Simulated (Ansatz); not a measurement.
Consider BeS in the zinc blende structure (space group F-43m, No. 216).

```yaml
crystal:
  lattice:
    - [0.00000, 2.39818, 2.39818]
    - [2.39818, 0.00000, 2.39818]
    - [2.39818, 2.39818, 0.00000]
  atoms:
    - { symbol: Be, position: [0.00000, 0.00000, 0.00000] }
    - { symbol: S, position: [0.25000, 0.25000, 0.25000] }
```

Cartesian axes are those of the cell as printed.

Level of theory: LDA (Ansatz, an electronic-structure program), no spin-orbit coupling.

One thing is altered: the cell is compressed by 2.00 % along z with no lateral relaxation, atoms relaxed at fixed cell.

### Question
Predict the stress tensor and what it implies for the stiffness.

### Answer
Stress of the strained cell less that of the base (GPa, compression positive):
```
   1.48    0.00    0.00
   0.00    1.48    0.00
   0.00    0.00    3.44
```

Then −Δσ_ii/ε with ε = -0.0200 gives secant stiffness values (nonlinear terms included at this strain): C33 ≈ 172 GPa, C13 ≈ 74 GPa and C23 ≈ 74 GPa.

Whether these cells are dynamically stable was not tested.
